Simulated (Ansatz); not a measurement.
Input:

```xyz
2
Lattice="3.3067 0.0000 0.0000 0.0000 3.3067 0.0000 1.6534 -1.6534 2.4460" Properties=species:S:1:pos:R:3 pbc="T T T"
Be     0.0000     0.0000     0.0000
S      3.3067     1.6534     1.2230
```

No spin polarisation.

Calculations: LDA in Ansatz (plane waves to 420 eV, PAW, no spin-orbit coupling). Settings: 12×12×12 k-points, 0.05 eV Fermi–Dirac smearing.

### Question
Predict the smallest direct gap.

### Answer
5.37 eV.

### Question
What band gap does the calculation give?

### Answer
2.54 eV.

### Question
Estimate the valence-band top at Γ (three highest levels, from the VBM).

### Answer
0.00, 0.00, -0.28 eV.

### Question
Estimate the pressure (mean of the normal stresses, compression positive).

### Answer
3.31 GPa.

The cells carry an imposed strain or load. No phonon test of stability was made. The cell was made from BeS in the zinc blende structure (space group F-43m, No. 216) by this change: biaxial strain −2.50 %, plane normal [001], relaxed out of plane.

Ansatz is a quantum-chemistry and plane-wave program.
